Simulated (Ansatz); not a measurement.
# Nb: response to strain

Start from Nb in the bcc (W type) structure (space group Im-3m, No. 229; a = 3.304 Å; relaxed with 0.1 eV smearing). Axes: x, y, z lie along the cube axes.

Strains are applied to the cell and any free atomic positions relax.

Computed with r2SCAN, PAW, 500 eV (Ansatz, a quantum-chemistry and plane-wave program; without spin-orbit coupling).

Notes on the quantities. energy relative to the base: free energy F.

```json
[
 {"uniaxial strain ε_zz (%)": "-3", "energy relative to the base (meV/atom)": "13.1"},
 {"uniaxial strain ε_zz (%)": "-2.5", "energy relative to the base (meV/atom)": "9.1"},
 {"uniaxial strain ε_zz (%)": "-2", "energy relative to the base (meV/atom)": "?"},
 {"uniaxial strain ε_zz (%)": "-1.5", "energy relative to the base (meV/atom)": "3.2"},
 {"uniaxial strain ε_zz (%)": "-1", "energy relative to the base (meV/atom)": "1.4"},
 {"uniaxial strain ε_zz (%)": "-0.5", "energy relative to the base (meV/atom)": "0.4"},
 {"uniaxial strain ε_zz (%)": "0", "energy relative to the base (meV/atom)": "0.0"}
]
```

Question: Fit ΔE = Aε² + Bε³ (ε in %) to the rows shown and predict the withheld row.

Answer: Least squares on the printed values gives A = 1.41 and B = -0.015 meV/atom (largest residual 0.0 meV/atom); this predicts 5.8 meV/atom, and the run gives 5.8 meV/atom, in agreement.

No phonon test of stability was made. The final runs are not spin-polarised.
